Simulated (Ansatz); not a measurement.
Data:

```yaml
crystal:
  lattice:
    - [4.98611, 0.00000, 0.00000]
    - [-2.49305, 4.28595, 0.00000]
    - [0.00000, 0.00000, 5.44148]
  atoms:
    - { symbol: Si, position: [0.99947, 0.47110, 0.33287] }
    - { symbol: Si, position: [0.52836, 0.52890, 0.00046] }
    - { symbol: Si, position: [0.47256, 0.00000, 0.66667] }
    - { symbol: O, position: [0.26193, 0.41226, 0.21062] }
    - { symbol: O, position: [0.58821, 0.85338, 0.88022] }
    - { symbol: O, position: [0.73483, 0.14662, 0.45311] }
    - { symbol: O, position: [0.84967, 0.58774, 0.12272] }
    - { symbol: O, position: [0.41547, 0.26597, 0.78650] }
    - { symbol: O, position: [0.14950, 0.73403, 0.54683] }
```

No spin polarisation.

Calculations: PBEsol/PAW in Ansatz (a quantum-chemistry and plane-wave program), no SOC. Settings: 8×8×6 k-points, 0.05 eV Fermi–Dirac smearing.

Question: Predict the band gap, electron mass and pressure.

Answer: The band gap is 5.70 eV and the electron mass is 0.50 mₑ (at Γ). The pressure (mean of the normal stresses, compression positive) comes out as -0.21 GPa.

The cells carry an imposed strain or load. Masses are band curvatures over ±0.01 Å⁻¹ around the edge. Whether these cells are dynamically stable was not tested. The cell was made from SiO₂ (space group P3_221, No. 154) by this change: uniaxial strain ε_xx = +0.75 %.
